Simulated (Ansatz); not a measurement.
Take TiSi2 (space group Fddd, No. 70) as the base.

```xyz
6
Lattice="0.0000 4.1323 4.2827 2.4031 0.0000 4.2827 2.4031 4.1323 0.0000" Properties=species:S:1:pos:R:3 pbc="T T T"
Si     2.4031     5.4796     4.2827
Si     2.4031     2.7851     4.2827
Si     3.6047     4.8512     6.4240
Si     3.6047     7.5458     6.4240
Ti     0.0000     0.0000     0.0000
Ti     1.2016     2.0662     2.1413
```

Cartesian axes are those of the cell as printed.

Calculations: PBE (Ansatz, an electronic-structure program; PAW; 420 eV plane waves; no SOC).

For the base:

The pressure is 0.0 GPa and the shortest interatomic distance comes out as 2.535 Å. The band gap comes out as zero.

Now apply this change: compressive biaxial strain of 0.52 % in the plane normal to [001], as in epitaxy on a mismatched substrate; the out-of-plane cell vector and the atoms relax.

**Question.** Predict the new energy relative to the base, pressure, shortest interatomic distance and band gap.

**Answer.** The energy increases by 0.8 meV/atom; the pressure (mean of the normal stresses, compression positive) goes from zero to 1.2 GPa; the shortest interatomic distance is nearly the same (2.535 Å against 2.533 Å); the band gap stays zero.

Without a gap, meshes like the base's 13×13×13 leave anisotropic stresses uncertain by several tenths of a GPa, and small strain energies with them. Whether these cells are dynamically stable was not tested. All final runs are without spin polarisation.
